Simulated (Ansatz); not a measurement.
InP (F-43m) under hydrostatic pressure: hole conductivity mass by PBEsol with spin-orbit coupling, rigid bands (plane waves, PAW; Ansatz, an electronic-structure program). The unloaded cell, whose axes the loads refer to:

```cif
data_InP
_chemical_formula_sum 'In1 P1'
_space_group_name_H-M_alt 'P 1'
_space_group_IT_number 1
_cell_length_a 4.15659
_cell_length_b 4.15659
_cell_length_c 4.15659
_cell_angle_alpha 60.000
_cell_angle_beta 60.000
_cell_angle_gamma 60.000
loop_
_space_group_symop_operation_xyz
  'x, y, z'
loop_
_atom_site_label
_atom_site_type_symbol
_atom_site_fract_x
_atom_site_fract_y
_atom_site_fract_z
_atom_site_occupancy
In1 In 0.00000 0.00000 0.00000 1
P1 P 0.25000 0.25000 0.25000 1
```

| hydrostatic pressure (GPa) | volume per atom (Å³) | hole conductivity mass (mₑ) |
|---|---|---|
| -2 | 26.22 | 0.583 |
| 0 | 25.39 | ? |
| 2 | 24.69 | 0.539 |
| 5 | 23.80 | 0.515 |
| 10 | 22.63 | 0.486 |

### Question
Fit a straight line to ln(hole conductivity mass) against the load over the rows given, and predict the row at 0 GPa.

### Answer
The means are x̄ = 3.750 GPa and ȳ = -0.6357; Σ(x − x̄)(y − ȳ) = -1.155 and Σ(x − x̄)² = 76.75, so the slope is -1.50 % per GPa, and the rows given lie within 0.96 % of the line. At 0 GPa the line gives 0.560 mₑ; the calculation gives 0.558 mₑ, 0.42 % from it.

Masses are for dilute carriers at 300 K, harmonic means over directions unless an axis is named. Stresses and pressures are the targets of the relaxation. The structure type is held at every load. Geometry: cell and atoms relaxed with PBEsol.
